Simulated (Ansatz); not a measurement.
System: MoS2 (R3m, No. 160, 3 atoms in the cell; start mp-1434; a measured phase of this formula has another space group). Method: r²SCAN (Ansatz, a program for electronic structure, plane waves, PAW).

Settings: plane-wave cutoff 560 eV, 12×12×12 k mesh, Fermi–Dirac smearing 0.01 eV, no spin polarisation, scalar-relativistic PAW data made under PBE.

Cell (relaxed at this level):

```xyz
3
Lattice="1.5926 0.9195 6.4999 -1.5926 0.9195 6.4999 0.0000 -1.8390 6.4999" Properties=species:S:1:pos:R:3 pbc="T T T"
Mo     0.0000     0.0000    19.4953
S      0.0000     0.0000     8.0481
S      0.0000     0.0000     4.9433
```

Question: What does this level give for the band gap, smallest direct gap on the k points sampled and direct gap at Γ?

Answer: 
- band gap: 1.15 eV
- smallest direct gap on the k points sampled: 1.76 eV
- direct gap at Γ: 3.23 eV

Note: the cell has widely spaced layers and the level no dispersion term, so their spacing and the moduli can rest on weak binding.

Spin–orbit coupling is not included.

Static lattice: no zero-point or thermal effects.

The result took about 120 core-seconds (a rough figure).

A start named mp-… is a Materials Project structure, which need not be a measured phase.
